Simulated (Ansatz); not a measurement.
The reference is InPd in the CsCl type structure (space group Pm-3m, No. 221; a = 3.248 Å; relaxed with 0.1 eV smearing). Axes: x, y, z lie along the cube axes.

Method: PBEsol (Ansatz, a program for electronic structure, PAW, no SOC).

It is then changed as follows: the cell is scaled by 0.9800 in all directions; the atoms relax in the strained cell.

Task: Predict the stress tensor and what it implies for the stiffness.

Result: Stress of the strained cell less that of the base (GPa, compression positive):
```
    9.8     0.0     0.0
    0.0     9.8     0.0
    0.0     0.0     9.8
```

Then B = −ΔP/(ΔV/V₀) with ΔV/V₀ = -0.0588 gives secant stiffness values (nonlinear terms included at this strain): B ≈ 166 GPa.

As a check, the harmonic strain energy −½ V₀ Δσ:ε is 31 meV/atom; the computed energy rise is 29 meV/atom.

Whether these cells are dynamically stable was not tested. The final runs are not spin-polarised.
